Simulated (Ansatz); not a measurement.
The parent structure is CdTe in the zinc blende structure (space group F-43m, No. 216).

```yaml
crystal:
  lattice:
    - [0.00000, 3.24436, 3.24436]
    - [3.24436, 0.00000, 3.24436]
    - [3.24436, 3.24436, 0.00000]
  atoms:
    - { symbol: Cd, position: [0.00000, 0.00000, 0.00000] }
    - { symbol: Te, position: [0.25000, 0.25000, 0.25000] }
```

Cartesian axes are those of the cell as printed.

The values are results of PBEsol (Ansatz, a quantum-chemistry and plane-wave program, PAW, without spin-orbit coupling), not measurements.

One thing is altered: uniaxial strain ε_zz = −2.00 %, all other strain components held at zero, atoms relaxed at fixed cell.

Question: Predict the stress tensor and what it implies for the stiffness.

Answer: Stress of the strained cell less that of the base (GPa, compression positive):
```
   0.76    0.00    0.00
   0.00    0.76    0.00
   0.00    0.00    1.08
```

Then −Δσ_ii/ε with ε = -0.0200 gives secant stiffness values (nonlinear terms included at this strain): C33 ≈ 54 GPa, C13 ≈ 38 GPa and C23 ≈ 38 GPa.

Stability against distortions was not tested.
